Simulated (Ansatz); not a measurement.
CsCl-type CoAl, treated with PBE (plane waves, PAW; Ansatz, a quantum-chemistry and plane-wave program).

Numerical settings: plane-wave cutoff 520 eV, 16×16×16 k mesh, Fermi–Dirac smearing 0.1 eV, perturbation theory, no spin polarisation, scalar-relativistic PAW data made under PBE.

The cell has the measured lattice: a = b = c = 2.8610 Å, α = β = γ = 90.00°.

Problem. Give the computed TO(Γ) frequency.

Solution. 
- TO(Γ) frequency: 321 cm⁻¹

Note: the cell isn't this level's own, so it is under some stress, which shifts stiffness and frequencies.
